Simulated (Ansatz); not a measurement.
Base system: BN in the zinc blende structure (space group F-43m, No. 216).

```yaml
crystal:
  lattice:
    - [0.00000, 1.80486, 1.80486]
    - [1.80486, 0.00000, 1.80486]
    - [1.80486, 1.80486, 0.00000]
  atoms:
    - { symbol: B, position: [0.00000, 0.00000, 0.00000] }
    - { symbol: N, position: [0.25000, 0.25000, 0.25000] }
```

Cartesian axes are those of the cell as printed.

All numbers come from r2SCAN (Ansatz, an electronic-structure program, PAW, scalar-relativistic without spin-orbit coupling).

Base values:

```
Quantity           Result
---------------  --------
Band gap          5.00 eV
Volume per atom   5.88 Å³
Pressure         0.00 GPa
```

One thing is altered: biaxial strain −0.42 %, plane normal [111], relaxed out of plane (Cartesian); in-plane vectors clamped, the third vector and the atoms free.

Problem. Predict the new band gap, volume per atom and pressure.

Solution. The band gap is still 5.00 eV; the volume per atom shrinks by 0.05 Å³, from 5.88 Å³ to 5.83 Å³; the pressure (mean of the normal stresses, compression positive) goes from zero to 3.10 GPa.

Semilocal Kohn–Sham gaps tend to fall short of experiment. Whether these cells are dynamically stable was not tested.
